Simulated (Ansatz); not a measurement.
Phonon-limited resistivity of Mo6AlSi (Pm-3) against temperature in μΩ·cm, Ansatz (a quantum-chemistry and plane-wave program) with PBEsol, DFPT electron-phonon coupling, linearised Boltzmann equation, harmonic crystal at a fixed cell.

```tsv
T	ρ
50 K	0.25
77 K	1.36
100 K	2.9
150 K	…
200 K	…
250 K	14.0
273 K	15.6
300 K	17.4
350 K	21
400 K	24
500 K	31
600 K	37
```

Q: What belongs in the gaps?

A: 
- 150 K, ρ: 6.6
- 200 K, ρ: 10.4

A metal at this level (no band gap). Only scattering by harmonic phonons is included (no impurities, grain boundaries, electron-electron scattering or thermal expansion). Spin-orbit coupling is left out. Halving the electron mesh (20x20x20) moves the resistivity by up to 10 %. Smearing 0.20 eV; phonons on a 3x3x3 q mesh, which this run doesn't test and which matters most at low temperature.

Computed structure with no diffraction record at hand here (it may be known, metastable or hypothetical): Mo6AlSi (Pm-3).
